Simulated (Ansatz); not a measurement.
**A computed series for CeO2: pressure series**

Consider CeO2 in the fluorite structure (space group Fm-3m, No. 225; a = 5.4374 Å).

Cell and atoms are relaxed at each pressure.

The values are results of r2SCAN (Ansatz, a quantum-chemistry and plane-wave program), scalar-relativistic without spin-orbit coupling, not measurements.

Candidates:
(a) pressure −1 GPa
(b) pressure 15 GPa
(c) pressure 22.5 GPa

Base values:

| Item | Result |
|---|---|
| Smallest direct gap | 2.30 eV |

Order them by smallest direct gap, lowest first.

(a) pressure −1 GPa (2.28 eV), (b) pressure 15 GPa (2.54 eV), (c) pressure 22.5 GPa (2.63 eV)

Load acts through the strain it causes; cell and atoms are relaxed under it. Stability against distortions was not tested. Competing high-pressure phases were not computed. Seeded moments were not kept for the base. All final runs are without spin polarisation.
